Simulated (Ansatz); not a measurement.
## What N → As does to GaN

The reference is GaN in the zinc blende structure (space group F-43m, No. 216; a = 4.498 Å).

Modification: full substitution N → As, then cell and atoms are relaxed.

Computed with r2SCAN (Ansatz, a first-principles code, PAW, without spin-orbit coupling), earlier PAW set. Γ-centred 10×10×10 mesh, Fermi–Dirac width 0.05 eV, for the changed cell.

```json
[
 {"quantity": "volume per atom", "base": "11.38 Å³", "changed": "22.73 Å³", "shift": "+11.355 Å³"},
 {"quantity": "lattice parameter a", "base": "4.498 Å", "changed": "5.666 Å", "shift": "+1.1674 Å"},
 {"quantity": "shortest interatomic distance", "base": "1.948 Å", "changed": "2.453 Å", "shift": "+0.505 Å"},
 {"quantity": "band gap", "base": "2.17 eV", "changed": "0.97 eV", "shift": "-1.20 eV"},
 {"quantity": "gap character", "base": "direct at Γ", "changed": "direct at Γ", "shift": "–"},
 {"quantity": "width of the top valence band", "base": "3.72 eV", "changed": "3.40 eV", "shift": "-0.32 eV"},
 {"quantity": "electron mass", "base": "0.17 mₑ (at Γ)", "changed": "0.051 mₑ (at Γ)", "shift": "–"},
 {"quantity": "hole mass (degenerate bands, along [100])", "base": "0.18, 0.86, 0.86 mₑ (at Γ)", "changed": "0.051, 0.34, 0.34 mₑ (at Γ)", "shift": "–"}
]
```

Masses are band curvatures over ±0.01 Å⁻¹ around the edge. Stability against distortions was not tested. This is not the structure that GaN has at room temperature and ambient pressure.
